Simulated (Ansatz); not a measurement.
Base system: GaAs in the zinc blende structure (space group F-43m, No. 216).

```xyz
2
Lattice="0.0000 2.8295 2.8295 2.8295 0.0000 2.8295 2.8295 2.8295 0.0000" Properties=species:S:1:pos:R:3 pbc="T T T"
As     4.2443     4.2443     4.2443
Ga     0.0000     0.0000     0.0000
```

Cartesian axes are those of the cell as printed.

Method: PBEsol/PAW in Ansatz (an electronic-structure program), no spin-orbit coupling.

Perturbation: an isotropic linear strain of −1.13 %; the atoms relax in the strained cell.

**Question.** Predict the stress tensor and what it implies for the stiffness.

**Answer.** Stress of the strained cell less that of the base (GPa, compression positive):
```
   2.56    0.00    0.00
   0.00    2.56    0.00
   0.00    0.00    2.56
```

Then B = −ΔP/(ΔV/V₀) with ΔV/V₀ = -0.0335 gives secant stiffness values (nonlinear terms included at this strain): B ≈ 76 GPa.

As a check, the harmonic strain energy −½ V₀ Δσ:ε is 6.1 meV/atom; the computed energy rise is 5.9 meV/atom.

Whether these cells are dynamically stable was not tested.
